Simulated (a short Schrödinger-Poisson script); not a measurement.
Gated Al0.33Ga0.67N/GaN polarisation-induced gas

System: gated Al0.33Ga0.67N/GaN polarisation-induced gas, at 300 K.

```tsv
layer	material	thickness (nm)	Na (cm⁻³)
1	Al0.33Ga0.67N	20	-
2	GaN	6000	2e14
```

Constants are typed, rounded textbook-type inputs, not results; the design itself was drawn at random and stands for no fabricated device. Al0.33Ga0.67N: permittivity 9.3, conduction-band edge (eV) 0.462, gap (eV) 4.09, electron mass (mₑ) 0.24, Nv at 300 K (cm⁻³) 4.6e19. GaN: permittivity 9.5, conduction-band edge (eV) 0, gap (eV) 3.43, Nv at 300 K (cm⁻³) 4.6e19.

Channel valleys (confinement mass, in-plane density-of-states mass, number): Γ 0.2, 0.2, 1. At the gate the conduction-band edge of layer 1 lies 1.27 eV − eVg above the Fermi level of the channel; the field vanishes at the back. Sheet of polarisation charge: +1.6e13 e/cm² at 20 nm from the gate. The barrier under the gate holds no holes. Gaps are held at their typed values at every temperature. Mesh 0.08 nm at interfaces.

From a short Schrödinger-Poisson script (our own, NumPy): 1D Poisson equation in equilibrium, electrons quantum, Hartree (BenDaniel-Duke, 40 states a valley, the channel's in-plane mass for all, wave functions free to enter the barrier), parabolic valleys, classical holes, full ionisation, no traps, pinning or gate leakage.

```
Vg (V)  electrons (cm⁻²)  in the channel layer  C (μF/cm²)  Γ E0 (meV)  Γ E1 (meV)
------  ----------------  --------------------  ----------  ----------  ----------
0.5              1.40e13               1.27e13       0.398      -143.9         0.2
0.1              1.31e13               1.19e13       0.396      -134.1         3.9
-0.3             1.21e13               1.11e13       0.394      -124.2         7.5
-0.7             1.11e13               1.03e13       0.393      -114.1        11.1
-1.1             1.01e13               9.49e12       0.391      -103.9        14.7
-1.5             9.14e12               8.64e12       0.390       -93.5        18.3
-1.9             8.16e12               7.78e12       0.388       -82.9        22.0
-2.3             7.20e12               6.90e12       0.387       -72.2        25.8
-2.7             6.23e12               6.02e12       0.385       -61.1        29.7
-3.1             5.28e12               5.12e12       0.382       -49.7        33.8
-3.5             4.33e12               4.22e12       0.379       -37.5        38.3
-3.9             3.38e12               3.32e12       0.375       -24.3        43.3
-4.3             2.45e12               2.42e12       0.369        -9.2        49.5
-4.7             1.54e12               1.53e12       0.358         9.8        58.1
-5.1             6.81e11               6.78e11       0.328        39.7        74.5
-5.5             2.57e10               2.57e10       0.103       141.9       156.6
```

Gate voltages with under 1e6 electrons/cm² are left out.

Subbands count from the Fermi level.
